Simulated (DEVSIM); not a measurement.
Device: illuminated Si n-on-p cell, one wavelength, with a back-surface field, at 300 K.

```
layer (left to right)  material  thickness (μm)  Nd (cm⁻³)  Na (cm⁻³)  τn (s)  τp (s)  absorption coefficient (cm⁻¹)
---------------------  --------  --------------  ---------  ---------  ------  ------  -----------------------------
1                            Si           0.110     2.7e18          -  1.3e-9  3.9e-8                           3400
2                            Si             200          -       3e16  1.1e-7  1.1e-7                           3400
3                            Si           0.370          -     9.6e18  1.1e-7  1.1e-7                           3400
```

Left contact: ohmic, minority hole recombination velocity 10000 cm/s. Right contact: ohmic, minority electron recombination velocity 70 cm/s. Voltage is applied to the left contact. Recombination: SRH at mid-gap, radiative, Auger. Light enters at the left, 1.3e18 photons cm⁻² s⁻¹, one pass, no reflection. Mobility is μmin + (μ − μmin)/(1 + (N/Nref)^α).

The device is made up for the run: typed textbook-type constants, with dimensions and the other settings drawn at random. Values at 300 K.

```csv
parameter,Si
gap (eV),1.124
affinity (eV),4.05
permittivity,11.7
Nc (cm⁻³),2.86e19
Nv (cm⁻³),3.1e19
μn (cm²/Vs),1417
μp (cm²/Vs),470
"μn,min",52
"μp,min",45
"Nref,n",9.7e16
"Nref,p",2.2e17
αn,0.68
αp,0.72
B (cm³/s),4.7e-15
Cn (cm⁶/s),2.8e-31
Cp (cm⁶/s),9.9e-32
```

DEVSIM, 1D drift-diffusion, Boltzmann statistics, complete ionisation; no tunnelling, impact ionisation, image-force lowering or self-heating.

The photon flux was swept, all else fixed.

```
photon flux (cm^-2 s^-1)  open-circuit voltage (V)  fill factor  largest power (mW/cm²)  share of generated pairs collected at short circuit
------------------------  ------------------------  -----------  ----------------------  ---------------------------------------------------
3.9e16                                         ___          ___                    2.23                                                0.865
1.3e17                                       0.550         0.81                    8.01                                                0.865
3.9e17                                       0.579         0.82                    25.5                                                0.865
1.3e18                                       0.611         0.82                    90.3                                                0.865
3.9e18                                       0.639         0.82                     285                                                0.866
1.3e19                                       0.671         0.81                     985                                                0.868
3.9e19                                       0.698         0.77                    2940                                                0.875
```

Question: Fill in the missing entries.

Answer: 
- 3.9e16, open-circuit voltage (V): 0.518
- 3.9e16, fill factor: 0.79
